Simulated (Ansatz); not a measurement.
Given:

End structure of the (111)B surface of zinc-blende GaP, P-terminated, NH2 on every top atom (bottom of the slab: 3 H on 4 bottom sites):

```
CELL_PARAMETERS angstrom
      7.78845     0.00000     0.00000
     -3.89423     6.74500     0.00000
      0.00000     0.00000    30.50000
ATOMIC_POSITIONS crystal
  Ga 0.32943 0.17083 0.31533
  Ga 0.84140 0.17083 0.31533
  Ga 0.32937 0.65874 0.31533
  Ga 0.83345 0.66690 0.33595
  P  0.16671 0.33341 0.34498
  P  0.66222 0.32444 0.34403
  P  0.17591 0.83806 0.34404
  P  0.66215 0.83806 0.34404
  Ga 0.16667 0.33333 0.42222
  Ga 0.66667 0.33333 0.42222
  Ga 0.16667 0.83333 0.42222
  Ga 0.66667 0.83333 0.42222
  P  0.00000 0.00000 0.44828
  P  0.50000 0.00000 0.44828
  P  0.00000 0.50000 0.44828
  P  0.50000 0.50000 0.44828
  Ga 0.00044 0.00089 0.52597
  Ga 0.50064 0.00128 0.52609
  Ga 0.00066 0.50132 0.52597
  Ga 0.50067 0.50132 0.52597
  P  0.33347 0.16741 0.55233
  P  0.83394 0.16741 0.55233
  P  0.33363 0.66725 0.55244
  P  0.83360 0.66718 0.55239
  Ga 0.32811 0.15710 0.62973
  Ga 0.82896 0.15710 0.62972
  Ga 0.32848 0.65693 0.62993
  Ga 0.82862 0.65723 0.62979
  P  0.16141 0.32284 0.65461
  P  0.66146 0.32294 0.65414
  P  0.16152 0.82333 0.65435
  P  0.66184 0.82334 0.65435
  H  0.33194 0.16827 0.26410
  H  0.83633 0.16827 0.26410
  H  0.33184 0.66368 0.26411
  N  0.14928 0.29851 0.71227
  H  0.29033 0.37124 0.72485
  H  0.08119 0.37145 0.72486
  N  0.65034 0.30084 0.71182
  H  0.79167 0.37422 0.72425
  H  0.58269 0.37453 0.72423
  N  0.15029 0.80197 0.71203
  H  0.29164 0.87490 0.72445
  H  0.08328 0.87643 0.72436
  N  0.65173 0.80197 0.71204
  H  0.79319 0.87669 0.72436
  H  0.58304 0.87463 0.72446
```

Slab: 47 atoms, 14.3 Å thick at the start with caps and adatoms; k 3x3x1, smearing 0.025 eV, dipole-corrected; 8 atoms held, the rest relaxed; no symmetry held; spin-polarised, no spin-orbit, no U. The slab shows no gap over 0.04 eV on its mesh. The starting moment vanished. It is one candidate, not shown to be the stable structure of the face.

**Question.** Give the work function of the top face at the level Ansatz (a quantum-chemistry and plane-wave program) with PBE.

**Answer.** 2.12 eV
